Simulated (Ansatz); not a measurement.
**SiC in the zinc blende structure (space group F-43m, No. 216)**

SiC has the cubic space group F-43m (No. 216), the zinc blende structure, Pearson symbol cF8. Cell: a = 4.3569 Å, b = 4.3569 Å, c = 4.3569 Å, α = 90.00°, β = 90.00°, γ = 90.00°. Si on 4a has 4 C at 1.887 Å (tetrahedral). C on 4d is coordinated by 4 Si at 1.887 Å (tetrahedral). (Neighbours: up to the widest gap in distance over summed covalent radii, below 1.35, at either atom.)
(The calculation used a cell of 2 atoms; values per cell refer to that cell.)

Calculations: PBEsol (Ansatz, an electronic-structure program; PAW; 420 eV plane waves; no spin-orbit coupling). Γ-centred 13×13×13 mesh, Fermi–Dirac width 0.05 eV.

The volume per atom is 10.34 Å³. The density is 3.22 g/cm³ and the band gap is 1.24 eV, indirect, Γ → X. The electron mass is 0.62 mₑ along k, 0.22 mₑ across and the hole mass (degenerate bands, along [100]) is 0.37, 0.59, 0.59 mₑ. The lowest conduction-band minima above the VBM is X along ⟨100⟩ 1.24 eV and the total energy is -434.353 eV/atom (σ→0; compares only within this code and set-up).

Masses are band curvatures over ±0.01 Å⁻¹ around the edge. Along k means along the line from Γ to the band edge. Stability against distortions was not tested.
